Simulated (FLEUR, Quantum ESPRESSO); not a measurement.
A FLEUR input for a self-consistent single point of PdPtAu (P3m1, 3 atoms in the cell) (DFT, LDA (Vosko-Wilk-Nusair), all-electron FLAPW (FLEUR), scalar-relativistic valence):

Input of the input generator:

```
PdPtAu
&input film=f /
5.2771169812 -0.0000000200 0.0000000000
-2.6385584732 4.5701173745 0.0000000000
0.0000000000 0.0000000000 12.9382971506
1.0
1.0 1.0 1.0

3
46 0.0000000000 0.0000000000 0.3379600000
78 0.6666666667 0.3333333333 0.6590900000
79 0.3333333333 0.6666666667 0.0029500000

&comp jspins=1 /
&exco xctyp='vwn' /
&kpt div1=16 div2=16 div3=6 gamma=t /
&end /
```

```xml
<?xml version="1.0" encoding="UTF-8" standalone="no"?>
<fleurInput fleurInputVersion="0.39">
   <comment>
      PdPtAu                                                                                              
   </comment>
   <calculationSetup>
      <cutoffs Kmax="4.0" Gmax="20.0" GmaxXC="20.0" numbands="0"/>
      <scfLoop itmax="100" minDistance="0.00001" maxIterBroyd="15" imix="Anderson" alpha="0.05" precondParam="0.0" spinf="2.0"/>
      <coreElectrons ctail="T" frcor="F" kcrel="0" coretail_lmax="0"/>
      <xcFunctional name="vwn" relativisticCorrections="F"/>
      <magnetism jspins="1"/>
      <soc l_soc="F" theta="0.0" phi="0.0" spav="F"/>
      <expertModes spex="0" secvar="F"/>
      <geometryOptimization l_f="T" forcealpha="1.0" forcemix="BFGS" epsdisp="0.00001" epsforce="0.00001"/>
      <ldaU l_linMix="F" mixParam="0.05" spinf="1.0"/>
   </calculationSetup>
   <cell>
      <bzIntegration valenceElectrons="55.0" mode="gauss" fermiSmearingEnergy="0.00499791">
         <kPointListSelection listName="default-1"/>
         <!-- k-points included here -->
         <xi:include xmlns:xi="http://www.w3.org/2001/XInclude" href="kpts.xml"> </xi:include>
      </bzIntegration>
      <!-- symmetry operations included here -->
      <xi:include xmlns:xi="http://www.w3.org/2001/XInclude" href="sym.xml"> </xi:include>
      <bulkLattice scale="1.0">
         <bravaisMatrix>
            <row-1>    5.2771169811999998    -0.0000000200000000     0.0000000000000000</row-1>
            <row-2>   -2.6385584731999998     4.5701173744999997     0.0000000000000000</row-2>
            <row-3>    0.0000000000000000     0.0000000000000000    12.9382971506000004</row-3>
         </bravaisMatrix>
      </bulkLattice>
   </cell>
   <atomSpecies>
      <species name="Palladium (Pd)" element="Pd" atomicNumber="46">
         <mtSphere radius="2.31" gridPoints="767" logIncrement="0.017"/>
         <atomicCutoffs lmax="6" lnonsphr="4"/>
         <electronConfig flipSpins="F">
            <coreConfig>(1s1/2) (2s1/2) (2p1/2) (2p3/2) (3s1/2) (3p1/2) (3p3/2) (3d3/2) (3d5/2)</coreConfig>
            <valenceConfig>(4s1/2) (4p1/2) (4p3/2) (5s1/2) (4d3/2) (4d5/2)</valenceConfig>
            <stateOccupation state="(5s1/2)" spinUp="0.5" spinDown="0.5"/>
            <stateOccupation state="(4d3/2)" spinUp="1.8" spinDown="1.8"/>
            <stateOccupation state="(4d5/2)" spinUp="2.7" spinDown="2.7"/>
         </electronConfig>
         <energyParameters s="5" p="5" d="4" f="4"/>
         <lo type="SCLO" l="0" n="4" eDeriv="0"/>
         <lo type="SCLO" l="1" n="4" eDeriv="0"/>
         <lo type="SCLO" l="1" n="4" eDeriv="1"/>
         <lo type="SCLO" l="2" n="4" eDeriv="2"/>
         <lo type="SCLO" l="3" n="4" eDeriv="2"/>
      </species>
      <species name="Platinum (Pt)" element="Pt" atomicNumber="78">
         <mtSphere radius="2.54" gridPoints="843" logIncrement="0.016"/>
         <atomicCutoffs lmax="7" lnonsphr="5"/>
         <electronConfig flipSpins="F">
            <coreConfig>(1s1/2) (2s1/2) (2p1/2) (2p3/2) (3s1/2) (3p1/2) (3p3/2) (4s1/2) (3d3/2) (3d5/2) (4p1/2) (4p3/2) (4d3/2) (4d5/2) (4f5/2) (4f7/2)</coreConfig>
            <valenceConfig>(5s1/2) (5p1/2) (5p3/2) (6s1/2) (5d3/2) (5d5/2)</valenceConfig>
            <stateOccupation state="(6s1/2)" spinUp="0.5" spinDown="0.5"/>
            <stateOccupation state="(5d3/2)" spinUp="1.8" spinDown="1.8"/>
            <stateOccupation state="(5d5/2)" spinUp="2.7" spinDown="2.7"/>
         </electronConfig>
         <energyParameters s="6" p="6" d="5" f="5"/>
         <lo type="SCLO" l="0" n="5" eDeriv="0"/>
         <lo type="SCLO" l="1" n="5" eDeriv="0"/>
         <lo type="SCLO" l="1" n="5" eDeriv="1"/>
         <lo type="SCLO" l="2" n="5" eDeriv="2"/>
         <lo type="SCLO" l="3" n="5" eDeriv="2"/>
      </species>
      <species name="Gold (Au)" element="Au" atomicNumber="79">
         <mtSphere radius="2.49" gridPoints="823" logIncrement="0.016"/>
         <atomicCutoffs lmax="7" lnonsphr="5"/>
         <electronConfig flipSpins="F">
            <coreConfig>(1s1/2) (2s1/2) (2p1/2) (2p3/2) (3s1/2) (3p1/2) (3p3/2) (4s1/2) (3d3/2) (3d5/2) (4p1/2) (4p3/2) (4d3/2) (4d5/2) (4f5/2) (4f7/2)</coreConfig>
            <valenceConfig>(5s1/2) (5p1/2) (5p3/2) (6s1/2) (5d3/2) (5d5/2)</valenceConfig>
            <stateOccupation state="(6s1/2)" spinUp="0.5" spinDown="0.5"/>
         </electronConfig>
         <energyParameters s="6" p="6" d="5" f="5"/>
         <lo type="SCLO" l="0" n="5" eDeriv="0"/>
         <lo type="SCLO" l="1" n="5" eDeriv="0"/>
         <lo type="SCLO" l="1" n="5" eDeriv="1"/>
         <lo type="SCLO" l="2" n="5" eDeriv="2"/>
         <lo type="SCLO" l="3" n="5" eDeriv="2"/>
      </species>
   </atomSpecies>
   <atomGroups>
      <atomGroup species="Palladium (Pd)">
         <relPos label="                   1">.0000000000 .0000000000 .3379600000</relPos>
         <force calculate="T" relaxXYZ="TTT"/>
      </atomGroup>
      <atomGroup species="Platinum (Pt)">
         <relPos label="                   2">-1.000/3.000 1.000/3.000 -.3409100000</relPos>
         <force calculate="T" relaxXYZ="TTT"/>
      </atomGroup>
      <atomGroup species="Gold (Au)">
         <relPos label="                   3">1.000/3.000 -1.000/3.000 .0029500000</relPos>
         <force calculate="T" relaxXYZ="TTT"/>
      </atomGroup>
   </atomGroups>
   <output dos="F" band="F" slice="F">
      <checks vchk="F" cdinf="F"/>
      <bandDOS minEnergy="-.5*Htr" maxEnergy="0.5*Htr" sigma="0.015" storeEVData="T"/>
      <vacuumDOS vacdos="F" integ="F" star="F" nstars="0" locx1="0.0" locy1="0.0" locx2="0.0" locy2="0.0" nstm="0" tworkf="0.0"/>
      <unfoldingBand unfoldBand="F" supercellX="1" supercellY="1" supercellZ="1"/>
      <plotting iplot="0" polar="F">
         <plot TwoD="T" vec1="  1.0  0.0  0.0" vec2="  0.0  1.0  0.0" vec3="  0.0  0.0  1.0" zero="  0.0  0.0  0.0" file="plot"/>
      </plotting>
      <chargeDensitySlicing numkpt="0" minEigenval="0.0" maxEigenval="0.0" nnne="0" pallst="F"/>
      <specialOutput eonly="F"/>
      <magneticCircularDichroism mcd="F" energyLo="-10.0" energyUp="0.0"/>
   </output>
  <!-- We include the file relax.xml here to enable relaxations (see documentation) -->
  <xi:include xmlns:xi="http://www.w3.org/2001/XInclude" href="relax.xml"> <xi:fallback/> </xi:include>
</fleurInput>
```

Q: Translate this input to Quantum ESPRESSO.

A: One input that does it (others would too):

```fortran
&control
  calculation = 'scf'
  prefix = 'pdptau'
  outdir = './tmp/'
  pseudo_dir = './'
  tprnfor = .true.
  tstress = .true.
/
&system
  ibrav = 4
  celldm(1) = 5.2771169812
  celldm(3) = 2.451773799362
  nat = 3
  ntyp = 3
  ecutwfc = 40
  ecutrho = 320
  occupations = 'smearing'
  smearing = 'gauss'
  degauss = 0.0099958
/
&electrons
  conv_thr = 1e-10
  mixing_beta = 0.3
/
ATOMIC_SPECIES
Pd   106.4200  pd_lda_v1.4.uspp.F.UPF
Pt   195.0840  pt_lda_v1.4.uspp.F.UPF
Au   196.9666  au_lda_v1.uspp.F.UPF
ATOMIC_POSITIONS crystal
Pd    0.0000000000    0.0000000000    0.3379600000
Pt    0.6666666667    0.3333333333    0.6590900000
Au    0.3333333333    0.6666666667    0.0029500000
K_POINTS automatic
16 16 6  0 0 0
```

Basis, cutoffs, solver keys and any potentials are the target program's own. This input uses DFT, LDA (PZ), plane waves, GBRV 1.5 ultrasoft (LDA) pseudopotentials. LDA parametrisations can differ slightly between programs.

The starting cell comes from a database of computed structures (which also holds hypothetical and non-ambient phases and stackings), without a prior relaxation at this level. For this run, on top of that: lattice scaled by 0.98.
